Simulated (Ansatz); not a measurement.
Consider FeNi3 in the Cu3Au type structure (space group Pm-3m, No. 221; ferromagnetic; relaxed with 0.1 eV smearing).

```
FeNi3
1.0
    3.51430     0.00000     0.00000
    0.00000     3.51430     0.00000
    0.00000     0.00000     3.51430
Ni Fe
3 1
Cartesian
  0.00000   1.75715   1.75715
  1.75715   1.75715   0.00000
  1.75715   0.00000   1.75715
  0.00000   0.00000   0.00000
```

Cartesian axes are those of the cell as printed.

Level of theory: r2SCAN/PAW in Ansatz (a program for electronic structure), without spin-orbit coupling.

Strains are applied to the cell and any free atomic positions relax; under biaxial strain the out-of-plane vector relaxes too.

One change was made to it. Results:

```tsv
quantity	base	after
energy relative to the base (free energy F)	0 meV/atom	+5.4 meV/atom
shortest interatomic distance	2.485 Å	2.444 Å
pressure (mean of the normal stresses, compression positive)	0.0 GPa	3.4 GPa
```

Question: Name the change that was made.
A. isotropic strain −3.48 %
B. biaxial strain +1.22 %, plane normal [111], relaxed out of plane
C. isotropic strain −2.15 %
D. uniaxial strain ε_yy = −1.01 %
E. biaxial strain −1.63 %, plane normal [001], relaxed out of plane

Answer: E, biaxial strain −1.63 %, plane normal [001], relaxed out of plane. For comparison, the pressure in the other runs: uniaxial strain ε_yy = −1.01 % gives 2.2 GPa; isotropic strain −3.48 % gives 28.8 GPa; isotropic strain −2.15 % gives 16.0 GPa; biaxial strain +1.22 %, plane normal [111], relaxed out of plane gives -3.4 GPa.

The magnetic state is the one reached from the starting moments; the real material's order can differ, and small cells can't hold many antiferromagnetic ones. Whether these cells are dynamically stable was not tested.
